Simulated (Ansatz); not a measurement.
# What isotropic strain −2.00 % does to CaO

The parent structure is CaO in the rock salt structure (space group Fm-3m, No. 225; a = 4.831 Å).

Now apply this change: every lattice vector is shortened by 2.00 %, atoms relaxed at fixed cell.

The values are results of PBE (Ansatz, a program for electronic structure, PAW, no spin-orbit coupling), not measurements. k-mesh 12×12×12 (Γ-centred); smearing 0.05 eV (Fermi–Dirac).

```json
[
 {"quantity": "volume per atom", "base": "14.09 Å³", "changed": "13.26 Å³", "shift": "-0.83 Å³"},
 {"quantity": "space group", "base": "Fm-3m (No. 225)", "changed": "Fm-3m (No. 225)", "shift": "–"},
 {"quantity": "shortest interatomic distance", "base": "4.564 bohr", "changed": "4.473 bohr", "shift": "-0.091 bohr"},
 {"quantity": "energy relative to the base (free energy F)", "base": "0 meV/atom", "changed": "+18 meV/atom", "shift": "+18 meV/atom"},
 {"quantity": "pressure", "base": "0.00 GPa", "changed": "7.29 GPa", "shift": "+7.29 GPa"},
 {"quantity": "band gap", "base": "3.66 eV", "changed": "3.64 eV", "shift": "-0.02 eV"},
 {"quantity": "gap character", "base": "indirect, Γ → X", "changed": "indirect, Γ → X", "shift": "–"},
 {"quantity": "smallest direct gap", "base": "4.03 eV", "changed": "4.00 eV", "shift": "-0.03 eV"},
 {"quantity": "mean gap deformation potential ΔEg/Δln V", "base": "–", "changed": "+0.3 eV", "shift": "–"},
 {"quantity": "width of the top valence band", "base": "1.16 eV", "changed": "1.28 eV", "shift": "+0.12 eV"},
 {"quantity": "electron mass", "base": "1.4 mₑ along k, 0.44 mₑ across (at X)", "changed": "1.4 mₑ along k, 0.42 mₑ across (at X)", "shift": "–"},
 {"quantity": "hole mass (degenerate bands, along [100])", "base": "0.35, 2.9, 2.9 mₑ (at Γ)", "changed": "0.35, 2.8, 2.8 mₑ (at Γ)", "shift": "–"},
 {"quantity": "valley order (the lowest conduction-band minima on the path, energy above the VBM, named in the base's zone)", "base": "X along ⟨100⟩ 3.66 eV; Γ 4.61 eV", "changed": "X along ⟨100⟩ 3.64 eV; Γ 5.11 eV", "shift": "–"}
]
```

Final structure:

```yaml
crystal:
  lattice:
    - [0.00000, 2.36709, 2.36709]
    - [2.36709, 0.00000, 2.36709]
    - [2.36709, 2.36709, 0.00000]
  atoms:
    - { symbol: Ca, position: [0.00000, 0.00000, 0.00000] }
    - { symbol: O, position: [0.50000, 0.50000, 0.50000] }
```

Cost of the whole job for the changed cell (relaxation, final SCF and bands): about 2.9 core-seconds (a rough figure).

Effective masses come from finite differences of ±0.01 Å⁻¹. Along k means along the line from Γ to the band edge. Stability against distortions was not tested.
